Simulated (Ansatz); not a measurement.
Structures of equal composition on the (000-1) surface of 4H silicon carbide (C plane on top): (√3x√3)R30° C adatom at H3; (√3x√3)R30° C adatom at T4. The slabs share one bottom face, and each structure is named by its start. These are constructed structures in small cells; real faces may alloy, dewet or reconstruct in larger ones, and not all known structures of the face are among them. Slabs of about 11 Å with all that they carry, Fermi-Dirac smearing of 0.025 eV. Bottom of the slabs: H caps. Relaxed from the named starts with such symmetry as they have, on meshes of like density; energies extrapolated to zero smearing; no spin-orbit coupling, no U. Spin-polarised runs, if any, are marked in brackets, and their order is one that fits the cell; the others ran without spin. Where a second, spin-polarised start was run, the lower counts.

Host crystal: 4H silicon carbide, with a band gap (PBE, scalar-relativistic without spin-orbit coupling).

All values below come from PBE (plane waves to 420 eV, PAW; Ansatz, a quantum-chemistry and plane-wave program).

Question: Order them by energy per 1x1 cell (lowest first) at the level PBE.

Answer: (√3x√3)R30° C adatom at T4 (0.000 eV (3 C–C bonds formed) [spin, 1.0 μB a cell], gap 0.75 eV on the mesh), (√3x√3)R30° C adatom at H3 (0.174 eV (3 C–C bonds formed) [spin start, no net moment], no gap over 0.04 eV on the mesh)
